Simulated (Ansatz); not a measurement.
Consider WB2 (space group P6_3/mmc, No. 194; a = 3.003 Å, c = 13.924 Å).

The values are results of Ansatz (a quantum-chemistry and plane-wave program) PBEsol, no spin-orbit coupling, not measurements.

For the base:

| Property | Result |
|---|---|
| c/a ratio | 4.637 |
| Shortest interatomic distance | 1.734 Å |
| Density | 12.55 g/cm³ |
| Band gap | zero |

Perturbation: a negative pressure, −2 GPa.

Problem. Estimate the effect on the c/a ratio, shortest interatomic distance, density and band gap.

Solution. The c/a ratio falls by 0.003 (4.637 → 4.634); the shortest interatomic distance grows by 0.0038 Å, from 1.734 Å to 1.737 Å; the density decreases by 0.075 g/cm³, from 12.55 g/cm³ to 12.48 g/cm³; the band gap is still zero.

Load acts through the strain it causes; cell and atoms are relaxed under it. No phonon test of stability was made. All final runs are without spin polarisation.
